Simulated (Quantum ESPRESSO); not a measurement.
Quantum ESPRESSO is run on Sr₂CdPt₂ (Immm, 5 atoms in the cell), and the run fails. The aim is a self-consistent single point with DFT, PBEsol, plane waves, SSSP 1.1.2 efficiency (PBE) pseudopotentials.

Cell that was meant: a = 5.9276 Å, b = 5.9276 Å, c = 5.9276 Å, α = 134.68°, β = 119.44°, γ = 78.78°.

Part of the input:

```fortran
    ecutwfc = 45
    ecutrho = 360
    occupations = 'smearing'
    smearing = mp
    degauss = 0.0147
    input_dft = 'pbesol'
/
```

Output (repeated stretches shortened):

```
     This program is part of the open-source Quantum ESPRESSO suite
     for quantum simulation of materials; please cite

 %%%%%%%%%%%%%%%%%%%%%%%%%%%%%%%%%%%%%%%%%%%%%%%%%%%%%%%%%%%%%%%%%%%%%%%%%%%%%%
     Error in routine  read_namelists (1):
      bad line in namelist &system: "    degauss = 0.0147" (error could be in the previous line)
 %%%%%%%%%%%%%%%%%%%%%%%%%%%%%%%%%%%%%%%%%%%%%%%%%%%%%%%%%%%%%%%%%%%%%%%%%%%%%%

     stopping ...
```

Question: Read the log: what does the program object to, and what is the fix?

Answer: The fault is a string without quotes in a namelist. Fortran namelists need character values in quotes. To fix it, quote the value. The program stopped before any SCF iteration.

An input that runs soundly differs in these lines (not the only fix; some lines may just follow from the change or write a value another way):
```diff
-    smearing = mp
+    smearing = 'mp'
```

With that input, the run converged in 14 iterations: free energy E − TS -9288.1133 eV; Fermi level (on the code's own zero) 11.74 eV; pressure -2.75 GPa; largest force (vector length) 0.051 eV/Å (DFT, PBEsol, plane waves, SSSP 1.1.2 efficiency (PBE) pseudopotentials).

On the sound input: the starting cell comes from a database of computed structures (which also holds hypothetical and non-ambient phases and stackings), without a prior relaxation at this level. Spin polarisation is off.
